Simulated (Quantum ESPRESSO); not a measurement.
**Converging the plane-wave cutoff: CrB4 (Imm2, 5 atoms in the cell)**

```yaml
crystal:
  lattice:
    - [1.42058, 2.35917, 2.72173]
    - [-1.42058, 2.35917, 2.72173]
    - [-1.42058, -2.35917, 2.72173]
  atoms:
    - { symbol: Cr, position: [0.00919, 0.00000, 0.00919] }
    - { symbol: B, position: [0.34213, 0.80413, 0.53800] }
    - { symbol: B, position: [0.65787, 0.19587, 0.46200] }
    - { symbol: B, position: [0.34213, 0.19587, 0.14626] }
    - { symbol: B, position: [0.65787, 0.80413, 0.85374] }
```

Computed with PBEsol, PSlibrary ultrasoft (PBE) pseudopotentials (plane waves; Quantum ESPRESSO).

Base settings: ecutwfc = 55 Ry; ecutrho = 495 Ry; occupations = smearing; smearing = gaussian; degauss = 0.0073499 Ry; input_dft = pbesol; potentials = {Cr: Cr.pbe-spn-rrkjus_psl.1.0.0.UPF, B: B.pbe-n-rrkjus_psl.1.0.0.UPF}; K_POINTS = automatic 4 4 4 0 0 0; conv_thr = 1e-10 Ry.

Moved along: ecutrho.

The second cell is the first with its lattice scaled by 0.98.

The mesh stays at the base's, so the ladder's end is converged at best in this setting alone.

Only quantities that move along the ladder and can be compared are tabulated.

The count of work is k-points × plane waves × bands × iterations; it is no time. Core times come from one kind of shared machine, to one figure; runs under 30 s give none.

The starting cell comes from a database of computed structures (which also holds hypothetical and non-ambient phases and stackings), without a prior relaxation at this level. Its lattice was rescaled by up to half a per cent. One atom was moved a little off its site on purpose. Spin polarisation is off. In the base run, forces exceed 1 eV/Å. Without a gap this mesh is coarse (it stands for a supercell whose shortest vector is 11 Å).

Steps (ecutwfc): 22 Ry; 25 Ry; 28 Ry; 30 Ry; 33 Ry; 38 Ry; 44 Ry; 50 Ry; 55 Ry; 61 Ry; 66 Ry; 74 Ry; 82 Ry; 96 Ry; 110 Ry; 132 Ry.

**Question.** What is the coarsest ecutwfc that holds the energy of the compressed cell less the first within 0.5 meV/atom of the last step, with all finer ones?

**Answer.** 33 Ry, at 0.10 of the last step's count of work; the step before is off by 1.9 meV/atom.

**Question.** What is the coarsest ecutwfc that holds the forces within 0.005 eV/Å of the last step, with all finer ones?

**Answer.** 38 Ry, at 0.13 of the last step's count of work; the step before is off by 0.013 eV/Å.

**Question.** What is the coarsest ecutwfc that holds the pressure within 0.5 GPa of the last step, with all finer ones?

**Answer.** 74 Ry, at 0.42 of the last step's count of work; the step before is off by 0.62 GPa.

```tsv
ecutwfc	free energy less the last step's (meV/atom)	energy of the compressed cell less the first (meV/atom)	pressure (GPa)	largest difference of a force vector from the last step's (eV/Å)	count of work / last	core time / last (rough)
22 Ry	7311.82	-19.80	-535.26	0.312	0.070	–
25 Ry	3564.63	53.71	-310.56	0.307	0.069	–
28 Ry	1684.98	43.15	-170.62	0.213	0.083	–
30 Ry	1015.61	36.70	-112.28	0.091	0.092	–
33 Ry	470.32	34.40	-57.63	0.013	0.10	–
38 Ry	123.88	34.93	-15.02	0.004	0.13	–
44 Ry	33.43	35.13	0.00	0.003	0.19	–
50 Ry	20.80	35.11	2.60	0.002	0.23	–
55 Ry	17.30	35.16	2.55	0.003	0.23	–
61 Ry	12.22	35.01	2.34	0.001	0.32	0.3
66 Ry	8.30	34.90	2.39	0.001	0.30	0.4
74 Ry	4.17	34.86	2.70	0.000	0.42	0.5
82 Ry	2.48	34.86	2.92	0.000	0.49	0.7
96 Ry	1.63	34.83	2.99	0.001	0.62	0.6
110 Ry	0.86	34.81	2.95	0.000	0.76	1.0
132 Ry	0.00	34.78	3.01	0.000	1.0	1
```

The energy difference between the two cells stays within 1 meV/atom of the last step's from 33 Ry on, the total only from 110 Ry on: much of the error is common to both cells and cancels.

At the lowest cutoff the pressure lies 538 GPa under the last step's, the usual sign of Pulay stress in an incomplete plane-wave basis.

Left out of this page: 1 run of the series failed or unconverged.
